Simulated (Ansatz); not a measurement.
Below is the optimised geometry of a nanostructure in its periodic cell.

```
HOSi12
1.0
    7.73575     0.00000     0.00000
    0.00000     7.73575     0.00000
    0.00000     0.00000    46.00000
Si O H
96 8 8
Direct
  0.09312   0.00135   0.15832
  0.01290   0.24937   0.18508
  0.25188   0.24895   0.21709
  0.25055   0.99857   0.24608
  0.99524   0.99859   0.27393
  0.99687   0.24851   0.30365
  0.25043   0.24847   0.33279
  0.25032   0.99852   0.36269
  0.00149   0.99859   0.39283
  0.00106   0.24852   0.42257
  0.25041   0.24854   0.45239
  0.25036   0.99854   0.48207
  0.99981   0.99855   0.51161
  0.99980   0.24854   0.54130
  0.24915   0.24856   0.57113
  0.24870   0.99853   0.60086
  0.99986   0.99852   0.63100
  0.99977   0.24857   0.66086
  0.25325   0.24849   0.69002
  0.25496   0.99863   0.71976
  0.99961   0.99891   0.74761
  0.99969   0.24858   0.77681
  0.23814   0.25009   0.80912
  0.15716   0.00022   0.83544
  0.09307   0.49806   0.15819
  0.01157   0.74903   0.18431
  0.24925   0.74897   0.21690
  0.25057   0.49915   0.24608
  0.99523   0.49843   0.27392
  0.99705   0.74851   0.30364
  0.25044   0.74847   0.33282
  0.25033   0.49844   0.36269
  0.00148   0.49845   0.39283
  0.00101   0.74852   0.42255
  0.25035   0.74854   0.45238
  0.25036   0.49854   0.48207
  0.99981   0.49854   0.51161
  0.99980   0.74855   0.54130
  0.24914   0.74856   0.57112
  0.24871   0.49861   0.60086
  0.99987   0.49861   0.63100
  0.99977   0.74857   0.66090
  0.25321   0.74850   0.69007
  0.25496   0.49832   0.71976
  0.99962   0.49824   0.74761
  0.99947   0.74857   0.77658
  0.23781   0.75022   0.80882
  0.15717   0.50147   0.83539
  0.40865   0.99884   0.15827
  0.48964   0.24903   0.18460
  0.75056   0.24817   0.21212
  0.75067   0.99804   0.24242
  0.50590   0.99808   0.27392
  0.50388   0.24849   0.30358
  0.75028   0.24856   0.33390
  0.75042   0.99862   0.36349
  0.49918   0.99852   0.39279
  0.49945   0.24852   0.42250
  0.75002   0.24853   0.45213
  0.74985   0.99854   0.48189
  0.50033   0.99853   0.51179
  0.50015   0.24854   0.54155
  0.75073   0.24854   0.57118
  0.75099   0.99851   0.60089
  0.49977   0.99849   0.63020
  0.49968   0.24856   0.65973
  0.74614   0.24865   0.69000
  0.74431   0.99888   0.71976
  0.49960   0.99880   0.75126
  0.49950   0.24859   0.78170
  0.76100   0.24712   0.80905
  0.84161   0.99596   0.83538
  0.40867   0.50021   0.15832
  0.48863   0.74915   0.18491
  0.75090   0.74817   0.21199
  0.75063   0.49842   0.24242
  0.50590   0.49891   0.27392
  0.50417   0.74850   0.30371
  0.75068   0.74855   0.33395
  0.75041   0.49848   0.36349
  0.49918   0.49853   0.39279
  0.49943   0.74853   0.42251
  0.75002   0.74853   0.45213
  0.74986   0.49853   0.48189
  0.50033   0.49855   0.51179
  0.50016   0.74854   0.54155
  0.75075   0.74854   0.57117
  0.75100   0.49857   0.60089
  0.49977   0.49864   0.63020
  0.49972   0.74857   0.65978
  0.74622   0.74864   0.69007
  0.74430   0.49847   0.71976
  0.49958   0.49838   0.75126
  0.49950   0.74859   0.78155
  0.76109   0.74705   0.80884
  0.84163   0.49687   0.83541
  0.01315   0.02157   0.12438
  0.23609   0.01258   0.86951
  0.01452   0.50494   0.12407
  0.23644   0.51845   0.86941
  0.48681   0.00869   0.12412
  0.76208   0.97977   0.86939
  0.48907   0.51666   0.12437
  0.76261   0.48399   0.86947
  0.01616   0.91741   0.11263
  0.24640   0.90246   0.87949
  0.00089   0.39239   0.11498
  0.24325   0.41065   0.88016
  0.50683   0.89708   0.11505
  0.75231   0.08825   0.87988
  0.49677   0.40873   0.11368
  0.75076   0.59406   0.87943
```

k-points: Γ-centred 4×4×1 mesh; occupations: Fermi-Dirac, 0.020 eV; spin polarisation not allowed. No spin-orbit coupling.

 The in-plane lattice is held at the bulk value.

Problem. Is it metallic, and what gap and level positions does PBE (Ansatz, an electronic-structure program) give?

Solution. 
electronic character: not metallic
Kohn-Sham band gap: 0.67 eV
character of the gap on the mesh and a band path of the cell's zone: direct (the cell's symmetry is low, so an edge off the path may lie nearer)
k-point of the valence-band top (reciprocal lattice units): (0.000, 0.000, 0.000)
k-point of the conduction-band bottom (reciprocal lattice units): (0.000, 0.000, 0.000)
depth of the highest filled level under the vacuum level: 4.32 eV
depth of the lowest empty level under the vacuum level: 3.65 eV
weight of the highest filled level on the outer atoms and the ending: 0.03
weight of the lowest empty level on the outer atoms and the ending: 0.18
electron mass at the zone centre: 0.26 mₑ along the first reciprocal vector, 0.17 mₑ along the second reciprocal vector
hole mass of the top band at the zone centre: 0.18 mₑ along the second reciprocal vector; not resolved along the other
